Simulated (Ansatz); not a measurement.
Here is the system:

End structure of the (111) surface of fcc Al in its 1x1 cell, outermost plane spacing 2.33 Å in the ideal cut:

```xyz
10
Lattice="2.8581 0.0000 0.0000 -1.4290 2.4752 0.0000 0.0000 0.0000 37.5000" Properties=species:S:1:pos:R:3 pbc="T T T"
Al     0.0000     1.6501     8.2024
Al     1.4290     0.8251    10.5570
Al     0.0000     0.0000    12.8890
Al     0.0000     1.6501    15.2385
Al     1.4290     0.8251    17.5818
Al     0.0000     0.0000    19.9182
Al     0.0000     1.6501    22.2615
Al     1.4290     0.8251    24.6110
Al     0.0000     0.0000    26.9430
Al     0.0000     1.6501    29.2976
```

Set-up: 10 atoms, 21.0 Å thick at the start; mesh 15x15x1; 0.1 eV smearing; dipole correction on; all atoms relaxed; held to the start's symmetry, so lower structures may exist; no spin, no spin-orbit, no U.

Problem. Estimate the work function of the top face that Ansatz (a first-principles code) with PBE returns for this input.

Solution. 4.03 eV

Problem. Give the surface energy (mean of both faces) at the level PBE.

Solution. 0.81 J/m²
